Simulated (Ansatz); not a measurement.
The starting structures come from a database of crystals and need not be the phases stable at ambient conditions.

```
CELL_PARAMETERS angstrom
      5.93663     0.00000     0.00000
      0.00000     5.93663     0.00000
      2.96832    -2.96832     4.78566
ATOMIC_POSITIONS crystal
  Ge 0.25000 0.25000 0.50000
  Ge 0.00000 0.00000 0.00000
  Se 0.36296 0.62500 0.75000
  Se 0.62500 0.88704 0.25000
  Se 0.88704 0.12500 0.75000
  Se 0.12500 0.36296 0.25000
```

Space group of this cell: I-42d. The cell is taken as given.

Transport runs along the normal of the first two printed cell vectors, the (001) plane of the conventional cell.

The gap is the functional's own, uncorrected, and κ follows it; spin-orbit coupling is left out. Mid-gap values are interpolated between the computed energies.

### Question
Estimate the band gap and the smallest decay constant κ at mid-gap that PBEsol in Ansatz (a program for electronic structure) returns for this system.

### Answer
Gap 1.60 eV on a 6×6×6 mesh; κ = 0.160 1/Å, at the zone centre.
